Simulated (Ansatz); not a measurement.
Effect of biaxial strain +0.88 %, plane normal [111], relaxed out of plane on hypothetical Fm-3m WTe2

The parent structure is WTe2 (space group Fm-3m, No. 225; a = 6.5720 Å; a hypothetical phase, not in the database extracts checked; relaxed with 0.1 eV smearing). Axes: x, y, z lie along the cube axes.

One thing is altered: tensile biaxial strain of 0.88 % in the plane normal to [111], as in epitaxy on a mismatched substrate; the out-of-plane cell vector and the atoms relax.

All numbers come from PBEsol (Ansatz, a program for electronic structure), no spin-orbit coupling. k-mesh 15×15×15 (Γ-centred); smearing 0.1 eV (Fermi–Dirac).

```csv
quantity,base,changed,shift
volume per atom,23.65 Å³,23.77 Å³,+0.112 Å³
space group,Fm-3m (No. 225),R-3m (No. 166),–
shortest interatomic distance,2.846 Å,2.827 Å,-0.019 Å
energy relative to the base (free energy F),0 meV/atom,+1.1 meV/atom,+1.1 meV/atom
band gap,zero,zero,–
out-of-plane strain,–,-1.27 %,–
ratio −ε⊥/ε∥,–,1.45,–
mean in-plane stress (compression positive),–,-0.8 GPa,–
```

Final structure (turned so that z lies along the plane normal):

```xyz
3
Lattice="4.6880 0.0000 0.0000 2.3440 4.0599 0.0000 2.3440 -1.3533 3.7461" Properties=species:S:1:pos:R:3 pbc="T T T"
W      0.0000     0.0000     0.0000
Te     4.6880     0.0000     2.8271
Te     4.6880     2.7066     0.9189
```

No phonon test of stability was made. The final runs are not spin-polarised. WTe2 has a high density of states at the Fermi level and may be magnetic at this level.
